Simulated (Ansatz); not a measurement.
# ZrSe2: pressure 10 GPa

Start from ZrSe2 in the CdI2 type structure (space group P-3m1, No. 164; a = 3.7351 Å, c = 6.0315 Å; layered, stacked along the Cartesian z axis).

The change: a hydrostatic pressure of 10 GPa.

Computed with Ansatz (an electronic-structure program) PBE-D3(BJ), spin-orbit coupling left out. k-mesh 14×14×8 (Γ-centred); smearing 0.05 eV (Fermi–Dirac).

The lattice parameter a drops by 0.185 Å to 3.550 Å and the c/a ratio falls by 0.025 (1.615 → 1.590). The shortest interatomic distance falls by 0.060 Å to 2.624 Å and the enthalpy H = E + PV relative to the base's energy is +1.38 eV/atom. The band gap stays zero.

Cost of the whole job for the changed cell (relaxation, final SCF and bands): very roughly 40 core-seconds.

Load acts through the strain it causes; cell and atoms are relaxed under it. No phonon test of stability was made. No other phases were tried under pressure. All final runs are without spin polarisation. Gaps under 0.05 eV, about the width of the smearing, are given as zero. A zero or small gap of ZrSe2 can be the functional's error rather than a property of the material.
